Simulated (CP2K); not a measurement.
Input and output of a self-consistent single point for Rb (Pm-3m, 1 atom in the cell) (CP2K).

Level of theory: CP2K with PBE, GPW, DZVP-MOLOPT-SR-GTH basis, GTH-PBE potentials (GTH_POTENTIALS).

The change in words: lattice scaled by 0.985; CUTOFF: 500 Ry → 300 Ry. Reference geometry:
```xyz
1
Lattice="4.4933 0.0000 0.0000 0.0000 4.4933 0.0000 0.0000 0.0000 4.4933" Properties=species:S:1:pos:R:3 pbc="T T T"
Rb     0.0000     0.0000     0.0000
```

Reference input (self-consistent single point, DFT PBE, GPW, DZVP-MOLOPT-SR-GTH basis, GTH-PBE potentials (GTH_POTENTIALS)): CUTOFF = 500 Ry; REL_CUTOFF = 40 Ry; SMEAR/METHOD = MARZARI_VANDERBILT; SIGMA = 0.272 eV; KPOINTS/SCHEME = MONKHORST-PACK 6 6 6; GAMMA_CENTERED = T; XC_FUNCTIONAL = PBE; Rb/BASIS_SET = DZVP-MOLOPT-SR-GTH; Rb/POTENTIAL = GTH-PBE-q9; METHOD = GPW; EPS_DEFAULT = 1e-10; NGRIDS = 5. This run's input differs from it in these lines:

```diff
@@ -16,3 +16,3 @@
     &MGRID
-      CUTOFF 500
+      CUTOFF 300
       REL_CUTOFF 40
@@ -64,5 +64,5 @@
     &CELL
-      A 4.49332900 0.00000000 0.00000000
-      B 0.00000000 4.49332900 0.00000000
-      C 0.00000000 0.00000000 4.49332900
+      A 4.42592900 0.00000000 0.00000000
+      B 0.00000000 4.42592900 0.00000000
+      C 0.00000000 0.00000000 4.42592900
       PERIODIC XYZ
```

Output, abridged:

```
 SCF WAVEFUNCTION OPTIMIZATION

  Step     Update method      Time    Convergence         Total energy    Change
     1 NoMix/Diag. 0.30E+00      -     0.46242228       -24.1234438161 -2.41E+01
     2 Broy./Diag. 0.30E+00      -     0.00104061       -24.1289296248 -5.49E-03
     3 Broy./Diag. 0.30E+00      -     0.01014771       -24.1187802266  1.01E-02
     4 Broy./Diag. 0.30E+00      -     0.00132079       -24.1096697053  9.11E-03
     5 Broy./Diag. 0.30E+00      -     0.00200480       -24.1072419641  2.43E-03
     6 Broy./Diag. 0.30E+00      -     0.00078113       -24.1005697912  6.67E-03
   [... 3 lines left out ...]
    10 Broy./Diag. 0.30E+00      -     0.00002142       -24.0980256101 -1.53E-04
    11 Broy./Diag. 0.30E+00      -     0.00000181       -24.0980771270 -5.15E-05
    12 Broy./Diag. 0.30E+00      -     0.00000527       -24.0980825062 -5.38E-06
    13 Broy./Diag. 0.30E+00      -     0.00000037       -24.0980889859 -6.48E-06
  *** SCF run converged in    13 steps ***

  Overlap energy of the core charge distribution:               0.00000000000000
  Self energy of the core charge distribution:                -46.63199619119211
  Core Hamiltonian energy:                                     10.31767414258184
  Hartree energy:                                              15.92390698190104
  Exchange-correlation energy:                                 -3.70723932623811
  Smearing free energy correction:                             -0.00043459273603
  Fermi energy:                                                 0.06210470219685

  Total energy:                                               -24.09808898586869

 ENERGY| Total FORCE_EVAL ( QS ) energy [hartree]            -24.098089697636205

 FORCES| Atomic forces [hartree/bohr]
   [... lines left out ...]

 STRESS| Analytical stress tensor [bar]
 STRESS|                        x                   y                   z
 STRESS|      x        4.58087580489E+03  -5.47326534621E-06  -5.47340051834E-06
 STRESS|      y       -5.47326534621E-06   4.58087580489E+03  -5.47361801884E-06
 STRESS|      z       -5.47340051834E-06  -5.47361801884E-06   4.58087580489E+03
 STRESS| 1/3 Trace                                             4.58087580489E+03
```

The run converged in 13 iterations. Against the reference run the free energy rises by 9.5 meV/atom and the pressure goes from 0.32 to 0.46 GPa.

The starting cell was generated: these elements placed on a structure prototype, without a prior relaxation; it need not be a known phase or ordering of this composition. Its lattice was rescaled by a random factor within 2.5 % of one. For this run, on top of that: lattice scaled by 0.985. Values carry the incompleteness of an atom-centred basis.
